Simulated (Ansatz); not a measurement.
Take Al in the fcc (Cu type) structure (space group Fm-3m, No. 225; a = 3.992 Å) as the base.

Structures relaxed with Ansatz (a program for electronic structure) r2SCAN, scalar-relativistic without spin-orbit coupling.

Base:

Simulated powder pattern, Cu Kα1, λ = 1.54056 Å (kinematic, ideal powder, no thermal factors, no anomalous dispersion; the 10 strongest lines at most, above 2 %, up to 2θ = 90°):

| 2θ (°) | I/Imax (%) | hkl |
|---|---|---|
| 39.05 | 100 | (111) |
| 45.40 | 48 | (200) |
| 66.15 | 30 | (220) |
| 79.58 | 35 | (311) |
| 83.89 | 10 | (222) |

After one change:

Simulated powder pattern, Cu Kα1, λ = 1.54056 Å (kinematic, ideal powder, no thermal factors, no anomalous dispersion; the 10 strongest lines at most, above 2 %, up to 2θ = 90°):

```tsv
2θ (°)	I/Imax (%)
38.90	100
45.22	48
65.88	31
79.23	35
83.51	10
```

Q: Which of these changes matches the shifts?
A. pressure 15 GPa
B. pressure −1 GPa
C. pressure −2 GPa
D. pressure 100 GPa

A: B, pressure −1 GPa. Its volume per atom is 16.08 Å³ against 15.90 Å³, and its space group is Fm-3m (No. 225).

Load acts through the strain it causes; cell and atoms are relaxed under it. No phonon test of stability was made. Competing high-pressure phases were not computed.
